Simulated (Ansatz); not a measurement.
**Carrier doping in hypothetical Ia-3 C**

The parent structure is C (space group Ia-3, No. 206; a = 4.449 Å; a hypothetical phase, not in the database extracts checked).

Carriers are added at fixed cell with a uniform background; the Fermi–Dirac width is that of 300 K.

Computed with PBEsol in Ansatz (plane waves to 420 eV, PAW, without spin-orbit coupling).

Notes on the quantities. Fermi level from band edge: Fermi level relative to the doped band's edge (positive inside the band; to 0.05 eV).

```json
[
 {"variant": "undoped", "Fermi level from band edge": "–", "gap between the host's bands": "2.30 eV"},
 {"variant": "electrons 2.0×10^21 cm⁻³", "Fermi level from band edge": "+0.80 eV", "gap between the host's bands": "2.22 eV"},
 {"variant": "electrons 5.0×10^21 cm⁻³", "Fermi level from band edge": "+1.05 eV", "gap between the host's bands": "2.13 eV"},
 {"variant": "electrons 7.0×10^21 cm⁻³", "Fermi level from band edge": "+1.15 eV", "gap between the host's bands": "2.07 eV"},
 {"variant": "electrons 2.0×10^22 cm⁻³", "Fermi level from band edge": "+1.80 eV", "gap between the host's bands": "1.70 eV"},
 {"variant": "holes 2.0×10^21 cm⁻³", "Fermi level from band edge": "+0.45 eV", "gap between the host's bands": "2.29 eV"},
 {"variant": "holes 5.0×10^21 cm⁻³", "Fermi level from band edge": "+0.80 eV", "gap between the host's bands": "2.27 eV"},
 {"variant": "holes 7.0×10^21 cm⁻³", "Fermi level from band edge": "+0.95 eV", "gap between the host's bands": "2.26 eV"},
 {"variant": "holes 2.0×10^22 cm⁻³", "Fermi level from band edge": "+1.70 eV", "gap between the host's bands": "2.20 eV"}
]
```

Charged cell with a jellium background: band edges are those of the host's band count, energies are not comparable with the neutral cell, and many-body gap narrowing is missing. Stability against distortions was not tested.

Ansatz is a quantum-chemistry and plane-wave program.
